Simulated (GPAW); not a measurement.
Band structure of Te (P3_121, 3 atoms in the cell).

```xyz
3
Lattice="2.2572 -3.9096 0.0000 2.2572 3.9096 0.0000 0.0000 0.0000 6.0023" Properties=species:S:1:pos:R:3 pbc="T T T"
Te     0.5936     1.0282     4.0016
Te     3.3271     0.0000     0.0000
Te     0.5936    -1.0282     2.0008
```

Method of the run: PBE, GPAW PAW datasets PBE (gpaw-data 1.0.1) (plane waves; GPAW).

Settings: mode = pw; ecut = 600 eV; xc = PBE; kpts = 5 5 3; mesh shift (steps) = 0 0 0; occupations.name = fermi-dirac; occupations.width = 0.05 eV; nbands = -8; convergence.density = 1e-05 e/electron; convergence.energy = 1e-05 eV/electron; convergence.bands = -6; symmetry.symmorphic = false; symmetry.tolerance = 0.0005; maxiter = 120.

The starting cell has typed, rounded lattice constants, without a prior relaxation at this level. Its lattice was rescaled by a random factor within 2.5 % of one. Spin-orbit coupling is off.

### Question
Predict the gap along the standard path and the places of the band edges.

### Answer
The gap along the path is 0.17 eV, direct at H to within 0.01 eV.

Levels in eV from the top of the valence band on the SCF mesh, bands 6 to 13:
```tsv
point	6	7	8	9	10	11	12	13
Γ	-2.35	-1.17	-1.17	-0.30	1.38	1.38	2.02	5.46
M	-2.97	-2.90	-0.67	-0.42	1.31	1.42	3.60	3.95
K	-2.52	-2.52	-2.37	-2.07	3.14	3.14	3.47	5.35
A	-2.17	-0.87	-0.61	-0.61	0.95	0.99	0.99	4.59
L	-3.13	-1.87	-1.54	0.17	1.16	2.27	2.88	5.04
H	-4.35	-0.60	0.36	0.36	0.52	1.82	1.82	6.33
```
